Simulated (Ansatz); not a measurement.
Start from Mg in the hcp (Mg type) structure (space group P6_3/mmc, No. 194; a = 3.1751 Å, c = 5.1628 Å; relaxed with 0.1 eV smearing). Axes: x lies along a and z along c of the hexagonal cell.

Method: Kohn–Sham DFT with the PBEsol functional, run in Ansatz (an electronic-structure program) with PAW and 420 eV plane waves, scalar-relativistic without spin-orbit coupling.

Before the change:

- Shortest interatomic distance: 3.166 Å
- Pressure: 0.0 GPa
- Band gap: zero

Modification: the cell is stretched by 1.50 % along x with no lateral relaxation; the atoms relax in the strained cell.

### Question
What does the calculation give for the energy relative to the base, shortest interatomic distance, pressure and band gap after the change?

### Answer
The energy rises by 1.0 meV/atom; the shortest interatomic distance increases by 0.007 Å (3.166 Å → 3.173 Å); the pressure (mean of the normal stresses, compression positive) goes from zero to -0.5 GPa; the band gap is still zero.

Whether these cells are dynamically stable was not tested.
